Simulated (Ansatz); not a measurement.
A self-consistent single point of a (001) slab of AlTc2 (cut from a parent of space group no. 139; 6 atoms in the cell) with Ansatz (a first-principles code).

Level of theory: PBEsol, default PAW files made with PBE (plane waves; Ansatz).

```xyz
6
Lattice="2.9661 0.0000 0.0000 0.0000 2.9661 0.0000 0.0000 0.0000 21.9056" Properties=species:S:1:pos:R:3 pbc="T T T"
Al     0.0000     0.0000    13.3062
Tc     1.4831     1.4831    14.9056
Tc     0.0000     0.0000     7.0000
Al     1.4831     1.4831     8.5994
Tc     0.0000     0.0000    10.1989
Tc     1.4831     1.4831    11.7067
```

Reference input (self-consistent single point, DFT, PBEsol, plane waves, default PAW files made with PBE): basis.ecutwfc = 500 eV; kpoints.mp_grid.grid = 10 10 1; hamiltonian.xc = pbesol; hamiltonian.pseudopotentials = {kind: paw} (the program's default PAW files); scf.occupations.method = fermi_dirac; scf.occupations.width = 0.1 eV. This run's input differs from it in these lines:

Ansatz 0.2 input:
```diff
@@ -15,3 +15,3 @@
 kpoints:
-  mp_grid: { grid: [10, 10, 1] }
+  mp_grid: { grid: [9, 9, 1] }
 hamiltonian:
```

Log, with long lists cut:

```
SCF iter   1: F=—  HF=-22400.447282 eV  |F-HF|=—  |Δ(HF+E_count)|=         —  Δρ=4.64e-2  dr2=5.56e1  ethr=3.10e-3  ⟨swp⟩=9.3  Hψ=3127  notcnv=0
all-band conjugate gradients solve this SCF's bands
preconditioner: auto → LDOS
SCF iter   2: F=—  HF=-22397.380871 eV  |F-HF|=—  |Δ(HF+E_count)|=    3.07e0  Δρ=2.73e-2  dr2=8.97e0  ethr=3.10e-3  ⟨swp⟩=3.7  Hψ=1480  notcnv=0
   [... lines left out ...]
SCF iter   6: F=—  HF=-22396.908221 eV  |F-HF|=—  |Δ(HF+E_count)|=   1.99e-5  Δρ=1.13e-4  dr2=3.59e-5  ethr=8.41e-7  ⟨swp⟩=2.1  Hψ=857  notcnv=0
SCF iter   7: F=—  HF=-22396.908343 eV  |F-HF|=—  |Δ(HF+E_count)|=   1.22e-4  Δρ=3.28e-5  dr2=2.16e-6  ethr=5.44e-8  ⟨swp⟩=2.3  Hψ=981  notcnv=0
SCF iter   8: F=—  HF=-22396.908343 eV  |F-HF|=—  |Δ(HF+E_count)|=   4.17e-7  Δρ=9.13e-6  dr2=1.48e-7  ethr=3.27e-9  ⟨swp⟩=2.2  Hψ=1051  notcnv=0
SCF iter   9: F=-22396.908343 eV  HF=-22396.908343 eV  |F-HF|=1.21e-8  |Δ(HF+E_count)|=   7.50e-8  Δρ=2.44e-6  dr2=1.14e-8  ethr=1.52e-10  ⟨swp⟩=8.1  Hψ=2841  notcnv=0
SCF 1 converged in 9 iterations: F = -22396.908343 eV  dr2 = 1.14e-8
Free energy (F): -22396.908343 eV
Internal energy: -22396.653025 eV  (E = F + TS)
E sigma→0 (E₀):  -22396.780684 eV
Entropy (-TS):   -0.255318 eV (-42.553 meV/atom)
Fermi energy:    5.470490 eV
--- Forces (eV/Å), atoms counted from 1 ---
  atom   1  Al     0.00000000     0.00000000     0.52762774
  atom   2  Tc     0.00000000     0.00000000    -0.72761128
  atom   3  Tc     0.00000000     0.00000000     0.72761128
  atom   4  Al    -0.00000000     0.00000000    -0.52762774
  atom   5  Tc     0.00000000     0.00000000    -0.20166014
  atom   6  Tc    -0.00000000     0.00000000     0.20166014
--- Stress (GPa, compression-positive) ---
       -6.995810      -0.000000       0.000000
       -0.000000      -6.995810       0.000000
        0.000000       0.000000      -2.464949
  P = ⅓ Tr σ = -5.4855 GPa (-54.855 kbar)
  The stress holds the Pulay correction. Without it, at fixed plane waves, as pw.x and ABINIT print it: P = -5.4933 GPa
```

The run converged in 9 iterations. Against the reference run the free energy drops by 3.2 meV/atom and the largest force goes from 0.761 to 0.728 eV/Å.

The starting cell comes from a database of computed structures (which also holds hypothetical and non-ambient phases and stackings), without a prior relaxation at this level. The slab is cut from that crystal, and its faces are unrelaxed. Its lattice was rescaled by up to half a per cent. Spin polarisation is off.
